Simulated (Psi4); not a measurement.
Psi4 1.11, M06-2X/def2-svp: Mg(Cl)(Br)(NH3)2 ([NH3]->[Mg](<-[NH3])([Cl])[Br]), 11 atoms. The geometry is a generated start, not checked to be a minimum at this level.

- task = gradient
- method = m06-2x
- basis = def2-svp
- memory = 7 GB
- scf_type = df (default)
- guess = auto, which took SAD (default)
- diis_max_vecs = 10 (default)
- scf_initial_accelerator = adiis (default)
- e_convergence = 1e-08 (default)
- d_convergence = 1e-08 (default)
- basis functions (reference run) = 126
- grid points (reference run) = 2003747

```xyz
11

Mg    -0.6514     0.4470     0.5445
Cl    -1.9771     1.7979    -0.5595
Br    -0.3981    -0.2614     2.7970
N      1.4270     1.1467     0.0280
H      2.1266     0.8049     0.6810
H      1.3758     2.1568     0.1260
H      1.7399     0.9517    -0.9172
N     -0.8469    -1.5282    -0.5471
H     -1.4970    -2.0916    -0.0046
H     -0.0171    -2.0917    -0.7048
H     -1.2816    -1.3321    -1.4433
```

Yardstick: the run with dft_radial_points = 200, dft_spherical_points = 974, dft_pruning_scheme = none (default), which is not proven converged either. One run each, on a shared machine, so no times are given.

Settings tried, all else as in the reference:
- dft_radial_points = 150, dft_spherical_points = 770
- dft_radial_points = 99, dft_spherical_points = 590, dft_pruning_scheme = treutler
- dft_radial_points = 50, dft_spherical_points = 194
- dft_radial_points = 75 (default), dft_spherical_points = 434
- dft_radial_points = 75 (default), dft_spherical_points = 302 (default), dft_pruning_scheme = treutler
- dft_radial_points = 99, dft_spherical_points = 590
- dft_radial_points = 25, dft_spherical_points = 50
- dft_radial_points = 99, dft_spherical_points = 590, dft_pruning_scheme = robust
- dft_radial_points = 75 (default), dft_spherical_points = 302 (default), dft_pruning_scheme = robust
- dft_radial_points = 35, dft_spherical_points = 110
- dft_radial_points = 75 (default), dft_spherical_points = 302 (default)

Question: Sort the settings: which keep to the reference within 10 meV/atom in energy, 100 meV/Å in forces (largest component), and which don't?

Answer: Within it: dft_radial_points = 150, dft_spherical_points = 770; dft_radial_points = 99, dft_spherical_points = 590, dft_pruning_scheme = robust; dft_radial_points = 99, dft_spherical_points = 590; dft_radial_points = 99, dft_spherical_points = 590, dft_pruning_scheme = treutler; dft_radial_points = 75 (default), dft_spherical_points = 434; dft_radial_points = 75 (default), dft_spherical_points = 302 (default), dft_pruning_scheme = robust; dft_radial_points = 75 (default), dft_spherical_points = 302 (default); dft_radial_points = 75 (default), dft_spherical_points = 302 (default), dft_pruning_scheme = treutler. Outside: dft_radial_points = 50, dft_spherical_points = 194; dft_radial_points = 35, dft_spherical_points = 110; dft_radial_points = 25, dft_spherical_points = 50.

| setting | grid points | energy against the reference | difference in forces (largest component) |
|---|---|---|---|
| the reference | 2003747 | — | — |
| dft_radial_points = 150, dft_spherical_points = 770 | 1195001 | −0.011 meV/atom | 2.1 meV/Å |
| dft_radial_points = 99, dft_spherical_points = 590, dft_pruning_scheme = robust | 424426 | +0.12 meV/atom | 5.2 meV/Å |
| dft_radial_points = 99, dft_spherical_points = 590 | 606440 | +0.11 meV/atom | 5.4 meV/Å |
| dft_radial_points = 99, dft_spherical_points = 590, dft_pruning_scheme = treutler | 316450 | −0.51 meV/atom | 47 meV/Å |
| dft_radial_points = 75 (default), dft_spherical_points = 434 | 339780 | −6.1 meV/atom | 54 meV/Å |
| dft_radial_points = 75 (default), dft_spherical_points = 302 (default), dft_pruning_scheme = robust | 162231 | −6.3 meV/atom | 49 meV/Å |
| dft_radial_points = 75 (default), dft_spherical_points = 302 (default) | 236733 | −6.4 meV/atom | 49 meV/Å |
| dft_radial_points = 75 (default), dft_spherical_points = 302 (default), dft_pruning_scheme = treutler | 130287 | −7.0 meV/atom | 42 meV/Å |
| dft_radial_points = 50, dft_spherical_points = 194 | 102879 | −18 meV/atom | 230 meV/Å |
| dft_radial_points = 35, dft_spherical_points = 110 | 40970 | −130 meV/atom | 840 meV/Å |
| dft_radial_points = 25, dft_spherical_points = 50 | 13370 | +260 meV/atom | 700 meV/Å |

Total energies are compared; such shifts often cancel in part in energy differences. The gradients leave out the derivatives of the grid weights. The tolerance is a choice made for this comparison.
